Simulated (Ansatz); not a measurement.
Band gap of C (model structure, Pn-3m, No. 224, 10 atoms in the cell) at several levels of theory

No measured value is used here.

```csv
level (code),value (eV),cell (Å³/atom)
LDA (Ansatz),4.09 (indirect),10.92
PBEsol (Ansatz),4.10 (indirect),11.16
r²SCAN (Ansatz),4.53 (indirect),11.12
r²SCAN+rVV10 (Ansatz),4.50 (indirect),11.08
HSE06 (Ansatz),5.43 (indirect),11.16
```

Computed values are for a static lattice.  Values are at the level's own equilibrium cell; HSE06 at the PBEsol cell. Cutoffs and k meshes differ between the levels. Ansatz's density-functional and Hartree–Fock values are scalar-relativistic unless marked +SOC, with PAW data made under PBE.

A model structure was made by putting elements into a prototype or built by hand; it is no filed structure, need not be a known phase, and can be a saddle point held by its symmetry.

Ansatz is a program for electronic structure.
